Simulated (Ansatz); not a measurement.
**A computed series for InAs: point defects**

Start from a 16-atom supercell of InAs in the zinc blende structure (space group F-43m, No. 216) at its relaxed geometry.

```yaml
crystal:
  lattice:
    - [0.00000, 6.10911, 6.10911]
    - [6.10911, 0.00000, 6.10911]
    - [6.10911, 6.10911, 0.00000]
  atoms:
    - { symbol: As, position: [0.37500, 0.37500, 0.37500] }
    - { symbol: As, position: [0.37500, 0.37500, 0.87500] }
    - { symbol: As, position: [0.37500, 0.87500, 0.37500] }
    - { symbol: As, position: [0.37500, 0.87500, 0.87500] }
    - { symbol: As, position: [0.87500, 0.37500, 0.37500] }
    - { symbol: As, position: [0.87500, 0.37500, 0.87500] }
    - { symbol: As, position: [0.87500, 0.87500, 0.37500] }
    - { symbol: As, position: [0.87500, 0.87500, 0.87500] }
    - { symbol: In, position: [0.00000, 0.00000, 0.00000] }
    - { symbol: In, position: [0.00000, 0.00000, 0.50000] }
    - { symbol: In, position: [0.00000, 0.50000, 0.00000] }
    - { symbol: In, position: [0.00000, 0.50000, 0.50000] }
    - { symbol: In, position: [0.50000, 0.00000, 0.00000] }
    - { symbol: In, position: [0.50000, 0.00000, 0.50000] }
    - { symbol: In, position: [0.50000, 0.50000, 0.00000] }
    - { symbol: In, position: [0.50000, 0.50000, 0.50000] }
```

One neutral defect a cell, atoms relaxed at fixed cell.

Level of theory: Kohn–Sham DFT with the r2SCAN functional, run in Ansatz (a first-principles code) with PAW and 500 eV plane waves, scalar-relativistic without spin-orbit coupling.

```json
[
 {"variant": "perfect supercell", "largest displacement of a host atom from its site in the perfect cell": "–", "pressure": "0.0 GPa"},
 {"variant": "H interstitial (started 2.49 Å from the nearest host atom), symmetric start", "largest displacement of a host atom from its site in the perfect cell": "0.07 Å", "pressure": "0.3 GPa"},
 {"variant": "In interstitial (started 2.65 Å from the nearest host atom), symmetric start", "largest displacement of a host atom from its site in the perfect cell": "0.10 Å", "pressure": "5.3 GPa"},
 {"variant": "Tl on a In site", "largest displacement of a host atom from its site in the perfect cell": "[?]", "pressure": "[?]"},
 {"variant": "As interstitial (started 2.65 Å from the nearest host atom)", "largest displacement of a host atom from its site in the perfect cell": "0.07 Å", "pressure": "4.0 GPa"},
 {"variant": "B on a In site", "largest displacement of a host atom from its site in the perfect cell": "0.34 Å", "pressure": "-3.9 GPa"}
]
```

**Question.** What belongs in the blanks?

**Answer.** 
- Tl on a In site, largest displacement of a host atom from its site in the perfect cell: 0.04 Å
- Tl on a In site, pressure: 0.6 GPa

In so small a cell the defect repeats every few ångströms: this is an ordered compound, not a dilute defect. A case with no gap was solved on a k-mesh chosen for an insulator, which is coarse for it. Defects with a symmetric start kept the site's symmetry and may sit on a saddle; the others started slightly shaken. The final runs are not spin-polarised.
